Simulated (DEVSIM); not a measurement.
Structure: Si p+/n-/n+ power diode, at 300 K.

Layer 1 from the left is Si, thickness (μm) 1.20, Na (cm⁻³) 8.2e18, τn (s) 2.8e-5, τp (s) 2.8e-5. Layer 2 from the left is Si, thickness (μm) 16.0, Nd (cm⁻³) 6.1e14, τn (s) 2.8e-5, τp (s) 2.8e-5. Layer 3 from the left is Si, thickness (μm) 1.20, Nd (cm⁻³) 2.1e18, τn (s) 2.8e-5, τp (s) 2.8e-5.

Left contact: ohmic. Right contact: ohmic. Voltage is applied to the left contact. Recombination: SRH at mid-gap, Auger. Gap narrowing is on: ΔEg = 6.92 meV × (l + √(l² + 0.5)), l = ln(N/1.3e17 cm⁻³), shared equally by both band edges. Mobility is μmin + (μ − μmin)/(1 + (N/Nref)^α).

Constants are typed, rounded textbook-type inputs, not results; the design itself was drawn at random and stands for no fabricated device. Values at 300 K.

Si: gap (eV) 1.124, affinity (eV) 4.05, permittivity 11.7, Nc (cm⁻³) 2.86e19, Nv (cm⁻³) 3.1e19, μn (cm²/Vs) 1417, μp (cm²/Vs) 470, μn,min 52, μp,min 45, Nref,n 9.7e16, Nref,p 2.2e17, αn 0.68, αp 0.72, Cn (cm⁶/s) 2.8e-31, Cp (cm⁶/s) 9.9e-32.

Model (solved in DEVSIM): 1D drift-diffusion, Boltzmann statistics, complete ionisation; no tunnelling, impact ionisation, image-force lowering or self-heating.

Q: What does the simulation give for the dark forward voltage at 100 A/cm², the potential step across the device at zero bias, the dark forward voltage at 1 A/cm²?

A: dark forward voltage at 100 A/cm² 0.832 V; potential step across the device at zero bias 0.974 V; dark forward voltage at 1 A/cm² 0.703 V.
